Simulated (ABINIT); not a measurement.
Worked example: relaxation of cell and atoms of MgB2 (P6/mmm, 3 atoms in the cell) in ABINIT.

Computed with PBE, PAW (JTH v2.0 PBE PAW) (plane waves; ABINIT 10.0.3).

The input file:

```
# MgB2, JTH v2.0 PBE PAW
pp_dirpath "./"
pseudos "Mg.GGA_PBE-JTH.xml, B.GGA_PBE-JTH.xml"
acell 3*1.0
rprim
         5.6639191977   -0.0000004566    0.0000000000
        -2.8319592035    4.9050981385    0.0000000000
         0.0000000000    0.0000000000    6.5110948261
natom 3
ntypat 2
znucl 12 5
typat 1 2 2
xred
         0.0000000000    0.0000000000    0.0000000000
         0.6666666667    0.3333333333    0.5000000000
         0.3333333333    0.6666666667    0.5000000000
ecut 20
pawecutdg 40
pawovlp -1
ixc 11
occopt 3
tsmear 0.00367493
nband 13
kptopt 1
ngkpt 13 13 10
nshiftk 1
shiftk 0 0 0
nstep 60
tolvrs 1.0e-11
ionmov 2
ntime 40
tolmxf 2.0e-04
optcell 2
dilatmx 1.08
ecutsm 0.5
prtwf 0
prtden 0
enunit 1
```

Output (repeated stretches shortened):

```
--- !BeginCycle
solver: {iscf: 17, nstep: 60, nline: 4, wfoptalg: 10, }
tolerances: {tolvrs: 1.00E-11, }
...

     iter   Etot(hartree)      deltaE(h)  residm     nres2
 ETOT  1  -67.810660536288    -6.781E+01 1.271E+01 1.046E+01
 ETOT  2  -69.329467522511    -1.519E+00 2.770E-02 2.628E+00
 ETOT  3  -69.310035002091     1.943E-02 3.407E-02 2.295E-01
 ETOT  4  -69.309614373140     4.206E-04 1.700E-02 2.614E-02
 ETOT  5  -69.309683288855    -6.892E-05 7.741E-04 5.488E-03
   [... 4 lines left out ...]
 ETOT 10  -69.309650792381    -7.747E-10 4.291E-04 1.530E-08
 ETOT 11  -69.309650792513    -1.319E-10 6.065E-04 1.701E-10
 ETOT 12  -69.309650792541    -2.828E-11 1.493E-04 3.862E-11
 ETOT 13  -69.309650792526     1.539E-11 1.417E-04 1.076E-12
 At SCF step   13       nres2   =  1.08E-12 < tolvrs=  1.00E-11 =>converged.

 Cartesian components of stress tensor (hartree/bohr^3)
  sigma(1 1)= -5.10558719E-04  sigma(3 2)=  0.00000000E+00
  sigma(2 2)= -5.10558719E-04  sigma(3 1)=  0.00000000E+00
  sigma(3 3)= -3.22302990E-04  sigma(2 1)=  1.45801926E-13

 ----iterations are completed or convergence reached----

 reduced coordinates (array xred) for    3 atoms
      -0.000000000000     -0.000000000000      0.000000000000
       0.666666666667      0.333333333333      0.500000000000
       0.333333333333      0.666666666667      0.500000000000
 cartesian forces (eV/Angstrom) at end:
    1     -0.00000000000000    -0.00000000000000    -0.00000000000000
    2      0.00000000000000     0.00000000000000    -0.00000000000000
   [... lines left out ...]
 Fermi (or HOMO) energy (eV) =   6.99878   Average Vxc (eV)= -10.75772
   [... lines left out ...]
'-kT*entropy'       : -8.40817333256025E-04
total_energy        : -6.93126576248559E+01
total_energy_eV     : -1.88609333298671E+03
...

-Cartesian components of stress tensor (GPa)         [Pressure= -9.7297E-03 GPa]
- sigma(1 1)=  9.00749052E-03  sigma(3 2)=  0.00000000E+00
- sigma(2 2)=  9.00748957E-03  sigma(3 1)=  0.00000000E+00
- sigma(3 3)=  1.11740565E-02  sigma(2 1)=  3.89158897E-09

 Calculation completed.
```

The run converged. 

Summary of the result:
```
Property                                                                                    Value
------------------------------------  -----------------------------------------------------------
Free energy E − TS                                                                    -1886.09 eV
Fermi level (on the code's own zero)                                                      7.00 eV
Pressure                                                                                -0.01 GPa
Final cell                            a = b = 3.0746 Å, c = 3.5311 Å, α = β = 90.00°, γ = 120.00°
Final volume per atom                                                                     9.64 Å³
Relaxation steps                                                                                7
```

The starting cell comes from a database of computed structures (which also holds hypothetical and non-ambient phases and stackings), without a prior relaxation at this level. Its lattice was rescaled by a random factor within 2.5 % of one. The relaxation keeps the symmetry of its start, so its end need not be a minimum.

These are the values that this program gave, and no reference: the one-centre exchange-correlation terms come from a truncated expansion.

Cost on one core of a shared machine: roughly 5 min.
